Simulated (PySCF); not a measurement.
PySCF 2.14.0, HF/def2-svp: cluster of 9 water molecules, 27 atoms. The geometry is a generated start, not checked to be a minimum at this level.

```
Item                                       Value
-------------------------------  ---------------
task                                      energy
method                                        hf
basis                                   def2-svp
mf.init_guess                    minao (default)
mf.DIIS                          CDIIS (default)
mf.diis_space                        8 (default)
mf.conv_tol                      1e-09 (default)
basis functions (base settings)              216
```

Machine: one whole node, Arm Neoverse V2, 96 cores on 1 socket, no SMT, 1 L3 cache group.

Each time is the median wall time of two to five repeats, run one at a time on the otherwise empty machine; start-up is included. Processes are pinned to neighbouring cores unless said otherwise. The times hold for this build (PyPI wheel: OpenMP (GNU), a bundled serial OpenBLAS 0.3.3 under its C layer, NumPy's threaded OpenBLAS held to generic ARMv8 kernels, libcint, Libxc). Scratch files lie in a memory file system.

All on 32 threads, 1 BLAS thread. Base settings, kept where nothing else is said: two_electron_scheme = exact four-centre integrals, mol.max_memory = 4000 MB, mf.direct_scf_tol = 1e-13 (default) (aux not set). The candidates, on 32 cores each, agree within 1.0 meV/atom in energy:
A. the base settings
B. mol.max_memory = 500 MB, mf.direct_scf_tol = 1e-15
C. two_electron_scheme = density fitting, mol.max_memory = 300 MB, aux = chosen by PySCF (default)
D. two_electron_scheme = density fitting, aux = autoaux
E. two_electron_scheme = density fitting, aux = def2-universal-jkfit
F. two_electron_scheme = density fitting, aux = chosen by PySCF (default)

Problem. Which choice gives the shortest wall time?

Solution. A (the base settings), 1.2 s. At the other end B takes 5.5× as long.

```csv
candidate,wall time,repeats,Fock builds (products with the orbital Hessian counted alike)
A,1.2 s,3 runs within 2 %,12
E,1.9 s,3 runs within 1 %,12
F,2.0 s,3 runs within 1 %,12
C,2.4 s,3 runs within 2 %,12
D,2.7 s,3 runs within 1 %,12
B,6.9 s,3 runs within 1 %,12
```

From the slowest to the fastest: Without room for the integrals they are computed anew in 12 passes, 6.4 s in all. Launch, exit and the like take 0.44 s of the 1.2 s.
